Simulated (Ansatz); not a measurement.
The reference is TiC in the rock salt structure (space group Fm-3m, No. 225; relaxed with 0.1 eV smearing).

```
TiC
1.0
    0.00000     2.14668     2.14668
    2.14668     0.00000     2.14668
    2.14668     2.14668     0.00000
Ti C
1 1
Direct
  0.00000   0.00000   0.00000
  0.50000   0.50000   0.50000
```

Cartesian axes are those of the cell as printed.

The values are results of plane-wave PAW DFT at the PBEsol level (Ansatz, a first-principles code, 420 eV), scalar-relativistic without spin-orbit coupling, not measurements.

For the base:

- Pressure = 0.0 GPa

Modification: compressive biaxial strain of 2.00 % in the plane normal to [001], as in epitaxy on a mismatched substrate; the out-of-plane cell vector and the atoms relax.

**Question.** Predict the new pressure, energy relative to the base and ratio −ε⊥/ε∥.

**Answer.** The pressure (mean of the normal stresses, compression positive) goes from zero to 9.3 GPa; the energy rises by 17 meV/atom; the ratio −ε⊥/ε∥ amounts to 0.46.

Stability against distortions was not tested. All final runs are without spin polarisation.
